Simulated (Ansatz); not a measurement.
The starting structures come from a database of crystals and need not be the phases stable at ambient conditions.

 Where the default PAW files enter, the runs use the earlier of Ansatz's two default sets.

```xyz
16
Lattice="5.2366 0.0000 0.0000 0.0000 7.8992 0.0000 0.0000 0.0000 5.2366" Properties=species:S:1:pos:R:3 pbc="T T T"
W      2.6183     6.1877     0.0000
W      0.0000     5.6610     2.6183
W      0.0000     1.7114     2.6183
W      2.6183     2.2381     0.0000
O      3.6811     1.9748     1.5555
O      1.0628     1.9748     1.0628
O      1.5555     1.9748     3.6811
O      4.1738     1.9748     4.1738
O      4.1738     5.9244     1.0628
O      1.5555     5.9244     1.5555
O      1.0628     5.9244     4.1738
O      3.6811     5.9244     3.6811
O      2.6183     0.0459     0.0000
O      0.0000     3.9037     2.6183
O      0.0000     7.8533     2.6183
O      2.6183     3.9955     0.0000
```

Space group of this cell: P4/ncc. The cell is taken as given; by PBEsol its mean pressure is -1.7 GPa.

The current runs along the normal of the first two printed vectors, the (100) plane. All runs by Ansatz (a quantum-chemistry and plane-wave program), plane waves and PAW, without spin-orbit coupling; the base is PBEsol.

```tsv
run	mean pressure (GPa)	gap (eV)	mid-gap κ (1/Å)
base	-1.7	1.10	0.131
all lengths scaled by 0.98	14.7	?	?
all lengths scaled by 1.02	-14.0	?	?
lda in place of pbesol	-6.4	1.05	0.127
lengths across the current scaled by 0.98, ions clamped	8.8	1.20	0.139
lengths across the current scaled by 1.02, ions clamped	-10.2	?	?
lengths along the current scaled by 0.97, ions clamped	6.1	1.16	0.130
lengths along the current scaled by 1.03, ions clamped	-8.2	1.07	0.135
```

Task: Complete the blanks.

Result: 
- all lengths scaled by 0.98, gap (eV): 1.22
- all lengths scaled by 0.98, mid-gap κ (1/Å): 0.136
- all lengths scaled by 1.02, gap (eV): 0.99
- all lengths scaled by 1.02, mid-gap κ (1/Å): 0.125
- lengths across the current scaled by 1.02, ions clamped, gap (eV): 1.02
- lengths across the current scaled by 1.02, ions clamped, mid-gap κ (1/Å): 0.124
